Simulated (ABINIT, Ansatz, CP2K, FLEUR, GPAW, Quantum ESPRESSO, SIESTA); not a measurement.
One structure in several programs: MgB2 (P6/mmm, 3 atoms in the cell)

Self-consistent single point, at a second geometry (lattice scaled by 0.98). First geometry:

```
CELL_PARAMETERS angstrom
      1.54500    -2.67602     0.00000
      1.54500     2.67602     0.00000
      0.00000     0.00000     3.52000
ATOMIC_POSITIONS crystal
  Mg 0.00000 0.00000 0.00000
  B  0.33333 0.66667 0.50000
  B  0.66667 0.33333 0.50000
```

Shared settings, as Ansatz (a program for electronic structure) writes them: kpoints.mp_grid.grid = 12 12 9; scf.occupations.method = fermi_dirac; scf.occupations.width = 0.05 eV. Potentials and cutoffs stand in the table.

| code | model | ΔF from the first geometry (meV/atom) | pressure (GPa) | cutoff |
|---|---|---|---|---|
| Ansatz | PBE, default PAW files | 11.6 | 8.26 | default |
| ABINIT | PBE, norm-conserving pseudopotentials (PseudoDojo nc-sr-05 PBE standard) | 11.6 | 8.43 | 42 Ha |
| FLEUR | PBE, all-electron FLAPW (FLEUR), scalar-relativistic valence | 11.9 | – | Kmax 4.5 1/bohr |
| SIESTA | GGA PBE, numerical atomic orbitals DZP, PseudoDojo PBE standard norm-conserving potentials (rewritten from UPF to PSML) | 30.6 | 14.46 | grid 350 Ry |
| GPAW | PBE, GPAW PAW datasets PBE (gpaw-data 1.0.1) | 11.4 | – | 950 eV |
| Quantum ESPRESSO | PBE, SSSP 1.1.2 efficiency (PBE) pseudopotentials | 10.2 | 8.05 | 40 Ry |
| CP2K | PBE, GPW, DZVP-MOLOPT-SR-GTH basis, GTH-PBE potentials (GTH_POTENTIALS) | 21.7 | 11.34 | grid 1000 Ry |

A dash marks a value that a program does not give, or that is left out as unsure.

The spread over the programs that give each value: ΔF from the first geometry within 20.4 meV/atom; pressure within 6.41 GPa.

SIESTA and CP2K use small atom-centred bases, whose incompleteness enters pressures, forces and empty levels differently from a plane-wave cutoff. FLEUR treats all electrons, but the usual bases taken here (sphere radii, linearisation, local orbitals, empty states) were not tested for convergence, so the values are no reference for the others. Ansatz's pressure is given at a fixed set of plane waves, as the other plane-wave codes print theirs; with its correction for the finite basis it is 8.46 GPa (the shift of 0.20 GPa shows how far the cutoff is from converged). The pressure of GPAW is left out: its cutoff lies under the one at which its stress was checked. In the pressure, SIESTA (by 6.20) and CP2K (by 3.08) lie more than 1 GPa from the median of the plane-wave programs.

The starting cell has typed, rounded lattice constants, without a prior relaxation at this level. For this run, on top of that: lattice scaled by 0.98.

Keys are those of Ansatz 0.2.
